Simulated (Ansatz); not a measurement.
## ZrSe2: transverse stress against strain

ZrSe2 (1T layered, P-3m1, 24.290 Å³/atom at rest, c along z) under a strain ε along c (axis z), the other axes held. PBE-D3(BJ) in Ansatz, a plane-wave DFT program (PAW, default set), 420 eV, 14×14×8 Γ-centred mesh, Fermi-Dirac smearing 0.05 eV; ions are relaxed within the symmetry of each cell. Stress is positive for a compressed cell.

Here s stands for strain and y for stress xx.

```csv
strain (%),stress xx (GPa)
-3.00,?
-1.50,0.16
-1.00,0.10
-0.50,0.05
0.00,0.00
0.50,-0.04
1.00,-0.08
1.50,-0.10
```

Fit y of the 7 rows that show it with a straight line. Means: s 0, y 0.013. About the means, the sum of products is -0.61500 and the sum of squares of s is 7.0000; the slope is their ratio. Least squares gives y = 0.013 - 0.0879·s. Residuals (row less fit): 0.015, -0.001, -0.007, -0.013, -0.009, -0.005, 0.019; standard error 0.013 (degrees of freedom: 5). The slope gives the elastic constant C13 = 8.8 ± 0.5 GPa.

**Question.** What does the fit predict for y at s = -3.00, and how far is the calculated value from it?

**Answer.** y = 0.013 - 0.0879 × (-3.0) = 0.277 GPa. The calculation gives 0.39 GPa, 0.113 GPa above the prediction (23.1 % of the range of y in the table). The row lies outside the fitted rows, so this is an extrapolation. From the scatter of the fitted rows alone, a prediction at this place has a standard error of 0.021 GPa, so the miss is 5.4 times that.

One order more, fitted to all 13 runs of the series, follows each within 0.01, so the miss is the next term of a smooth law. This level leaves no gap over 0.05 eV at strain -3.00, -1.50, -1.00, -0.50, 0.00, where the mesh may be coarse. Rows are the converged runs of the series near zero and its far end; series whose fitted rows scatter by over a few per cent of the range, as at a crossing or softening among them, aren't shown in this form. Most that stay on the fit to the last digits aren't either.
